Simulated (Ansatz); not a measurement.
The parent structure is SiC in the zinc blende structure (space group F-43m, No. 216; a = 4.357 Å). Axes: x, y, z lie along the cube axes.

Method: PBEsol (Ansatz, a program for electronic structure), no SOC.

Strains are applied to the cell and any free atomic positions relax.

One change was made to it. Results:

| quantity | base | after |
|---|---|---|
| pressure (mean of the normal stresses, compression positive) | -0.01 GPa | -6.25 GPa |
| energy relative to the base (free energy F) | 0 meV/atom | +11 meV/atom |
| valence-band top at Γ (three highest levels, from the VBM) | 0.00, 0.00, 0.00 eV | 0.00, 0.00, -0.21 eV |
| electron mass | 0.62 mₑ along k, 0.22 mₑ across (at X) | 0.22 mₑ along x, 0.66 mₑ along y, 0.23 mₑ along z (at X) |

### Question
Which change produced these results?
A. uniaxial strain ε_zz = −0.50 %
B. uniaxial strain ε_zz = +3.00 %
C. uniaxial strain ε_zz = +1.50 %

### Answer
B, uniaxial strain ε_zz = +3.00 %. For comparison, the energy relative to the base in the other runs: uniaxial strain ε_zz = −0.50 % gives +0.3 meV/atom; uniaxial strain ε_zz = +1.50 % gives +2.8 meV/atom.

The levels and masses belong to the bands next to the band gap. Masses are band curvatures over ±0.01 Å⁻¹ around the edge. Along k means along the line from Γ to the band edge. Whether these cells are dynamically stable was not tested.
